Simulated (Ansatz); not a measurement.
Base system: Re in the hcp (Mg type) structure (space group P6_3/mmc, No. 194; relaxed with 0.1 eV smearing).

```xyz
2
Lattice="2.7519 0.0000 0.0000 -1.3759 2.3832 0.0000 0.0000 0.0000 4.4401" Properties=species:S:1:pos:R:3 pbc="T T T"
Re     1.3759     0.7944     3.3300
Re     0.0000     1.5888     1.1100
```

Cartesian axes are those of the cell as printed.

Level of theory: PBEsol in Ansatz (plane waves to 420 eV, PAW, spin-orbit coupling left out).

It is then changed as follows: uniaxial strain ε_xx = −1.00 %, all other strain components held at zero; the atoms relax in the strained cell.

### Question
Predict the stress tensor and what it implies for the stiffness.

### Answer
Stress of the strained cell less that of the base (GPa, compression positive):
```
    6.7     0.0     0.0
    0.0     3.0     0.0
    0.0     0.0     2.4
```

Then −Δσ_ii/ε with ε = -0.0100 gives relaxed-ion elastic constants: C11 ≈ 673 GPa, C12 ≈ 297 GPa and C13 ≈ 239 GPa.

No phonon test of stability was made. The final runs are not spin-polarised.

Ansatz is an electronic-structure program.
